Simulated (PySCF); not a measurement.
PySCF 2.14.0, unrestricted PBE0/def2-svpd, df: B(Me)3 triplet (CB(C)C), charge 0, multiplicity 3, 13 atoms. The geometry is a generated start, not checked to be a minimum at this level.

* **task**: energy
* **method**: pbe0
* **basis**: def2-svpd
* **two-electron scheme**: density fitting
* **mol.max_memory**: 3000 MB
* **mf.max_cycle**: 100
* **mf.conv_tol**: 1e-09 (default)
* **mf.grids.level**: 3 (default)
* **basis functions**: 152
* **grid points**: 144672

```xyz
13

B      0.0000     0.0049     0.0063
C      1.5178    -0.1484    -0.3964
H      1.8994    -1.1491    -0.2011
H      2.1160     0.5239     0.2204
H      1.7315     0.0992    -1.4336
C     -0.5356    -0.6552     1.3361
H     -1.1581    -1.5135     1.0803
H     -1.1782     0.0182     1.9004
H      0.2455    -1.0144     2.0017
C     -0.9827     0.8084    -0.9311
H     -1.9741     0.9658    -0.5126
H     -1.1086     0.2778    -1.8753
H     -0.5730     1.7825    -1.1950
```

Charge 0 and multiplicity 3 are set for this test and not shown to be the ground state.

With the defaults (mf.init_guess = minao, mf.DIIS = CDIIS, mf.level_shift = 0, mf.diis = true, mf.damp = 0, mf.diis_start_cycle = 1, mf.diis_space = 8, mf.diis_damp = 0) it converges in 19 Fock builds. One run each on 2 threads, 1 BLAS thread, with these changes:
- mf.diis_space = 12
- mf.init_guess = 1e
- mf.diis = false
- mf.level_shift = 0.3 Hartree
- mf.diis_damp = 0.3
- mf.level_shift = 1 Hartree
- mf.DIIS = EDIIS
- mf.diis = false, mf.damp = 0.7, mf.diis_start_cycle = 999
- mf.diis_space = 5

Question: Which runs fail or end elsewhere than the default run?

Answer: No convergence: mf.DIIS = EDIIS; mf.level_shift = 1 Hartree; mf.diis = false; mf.diis = false, mf.damp = 0.7, mf.diis_start_cycle = 999 (the run ends without SCF convergence in 100 cycles). Another solution: mf.init_guess = 1e (27 meV higher). The rest reach the solution of the defaults.

| setting | Fock builds | end |
|---|---|---|
| mf.diis_space = 12 | 18 | same solution |
| the defaults | 19 | same solution |
| mf.diis_damp = 0.3 | 19 | same solution |
| mf.diis_space = 5 | 20 | same solution |
| mf.level_shift = 0.3 Hartree | 65 | same solution |
| mf.init_guess = 1e | 29 | other solution, 27 meV higher |
| mf.DIIS = EDIIS | 101 | no convergence |
| mf.level_shift = 1 Hartree | 101 | no convergence |
| mf.diis = false | 101 | no convergence |
| mf.diis = false, mf.damp = 0.7, mf.diis_start_cycle = 999 | 101 | no convergence |
